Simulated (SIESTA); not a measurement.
A relaxation of the atoms of HgTe (Cm, 4 atoms in the cell) with SIESTA.

Level of theory: LDA PW92, numerical atomic orbitals DZP, PseudoDojo LDA standard norm-conserving potentials (rewritten from UPF to PSML) (SIESTA).

The change in words: one atom moved by 0.15 angstrom; MD.TypeOfRun: default → CG; MD.Steps: default → 40; MD.MaxForceTol: default → 0.005 eV/Ang. Reference geometry:
```
HgTe
1.0
    2.98354    -3.45653     0.00000
    2.98354     3.45653     0.00000
    0.00000     0.00000     5.78077
Hg Te
2 2
Direct
  0.34305   0.65695   0.75000
  0.65695   0.34305   0.25000
  0.78481   0.21519   0.75000
  0.21519   0.78481   0.25000
```

Reference input (self-consistent single point, DFT, LDA PW92, numerical atomic orbitals DZP, PseudoDojo LDA standard norm-conserving potentials (rewritten from UPF to PSML)): XC.functional = LDA; XC.authors = PW92; potentials = PseudoDojo LDA standard; PAO.BasisSize = DZP; PAO.EnergyShift = 0.01 Ry; MeshCutoff = 300 Ry; kgrid.MonkhorstPack = 6 6 5; OccupationFunction = MP; OccupationMPOrder = 0; ElectronicTemperature = 100 meV; MaxSCFIterations = 150; SCF.Mixer.Method = Broyden. This run's input differs from it in these lines:

```diff
@@ -18,3 +18,3 @@
 %block AtomicCoordinatesAndAtomicSpecies
-     2.983542000    1.085004453    4.335574500  1
+     2.983542000    1.085004453    4.485573816  1
      2.983542000   -1.085004453    1.445191500  1
@@ -44,2 +44,5 @@
 Diag.ParallelOverK           true
+MD.TypeOfRun                 CG
+MD.Steps                     40
+MD.MaxForceTol               0.005 eV/Ang
 WriteForces                  true
```

The program printed (abridged):

```
        iscf     Eharris(eV)        E_KS(eV)     FreeEng(eV)     dDmax    Ef(eV) dHmax(eV)
   scf:    1   -14565.300944   -14679.687026   -14679.707880  1.256063 -0.065072 42.819371
   scf:    2   -14793.964785   -14752.215725   -14752.226120  0.618969 -1.897017 12.134754
   scf:    3   -14759.041297   -14756.318451   -14756.328005  0.334832 -2.183161  4.007437
   scf:    4   -14755.445613   -14756.344101   -14756.354160  0.296591 -2.572736  3.583516
   scf:    5   -14757.005803   -14756.785250   -14756.794914  0.219790 -2.551934  0.306473
   [... 5 lines left out ...]
   scf:   11   -14756.791585   -14756.791585   -14756.801321  0.000229 -2.554777  0.000916
   scf:   12   -14756.791584   -14756.791584   -14756.801321  0.000023 -2.554885  0.000689
   scf:   13   -14756.791584   -14756.791584   -14756.801321  0.000012 -2.554964  0.000580
   scf:   14   -14756.791584   -14756.791584   -14756.801321  0.000010 -2.555014  0.000475
SCF Convergence by DM+H criterion
max |DM_out - DM_in|         :     0.0000098436
max |H_out - H_in|      (eV) :     0.0004753634
SCF cycle converged after 14 iterations

Using DM_out to compute the final energy and forces

siesta: E_KS(eV) =           -14756.7916

siesta: E_KS - E_eggbox =    -14756.7916

siesta: Atomic forces (eV/Ang):
     1   -0.000000   -0.138180   -0.345442
     2    0.000000    0.055267    0.055124
     3   -0.000000    0.370723   -0.038063
     4    0.000000   -0.288861    0.330322
   Tot    0.000000   -0.001051    0.001941
   Max    0.370723
   Res    0.199155    sqrt( Sum f_i^2 / 3N )
   Max    0.370723    constrained

Stress tensor Voigt[x,y,z,yz,xz,xy] (kbar):       91.14       87.65       85.35       -3.64        0.00       -0.00
(Free)E + p*V (eV/cell)   -14763.3536
   [... lines left out ...]
outcell: Cell volume (Ang**3)        :    119.2306
        iscf     Eharris(eV)        E_KS(eV)     FreeEng(eV)     dDmax    Ef(eV) dHmax(eV)
siesta: FreeEng =    -14756.905433
siesta: Cell volume =        119.230605 Ang**3
siesta:         -72.01617759        -72.03165045  kBar
   [... lines left out ...]
   4 16.754   1.904   0.007   1.722   1.423   1.479  -0.123  -0.036  -0.055
              2.000   2.000   2.003   2.001   2.003   0.063   0.070   0.123

              0.079   0.092

mulliken: Qtot =       72.000

Mulliken Atomic Populations:
Atom #   charge [q] valence [e]  Species
     1     0.754324   19.245676  Hg
     2     0.754431   19.245569  Hg
     3    -0.754434   16.754434  Te
     4    -0.754322   16.754322  Te
 Total    -0.000000
```

The run converged. 

Summary of the result:
- Free energy E − TS: -14756.9054 eV
- Fermi level (on the code's own zero): -2.56 eV
- Pressure: -7.20 GPa
- Largest force (vector length): 0.004 eV/Å
- Relaxation steps: 18

The starting cell comes from a database of computed structures (which also holds hypothetical and non-ambient phases and stackings), without a prior relaxation at this level. Its lattice was rescaled by up to half a per cent. For this run, on top of that: one atom moved by 0.15 angstrom. Values carry the incompleteness of an atom-centred basis. The run gives no clean gap (levels at the Fermi energy touch, overlap or are partly filled at this smearing), which alone does not show that the compound is a metal.

Cost on one core of a shared machine: roughly 4 min.
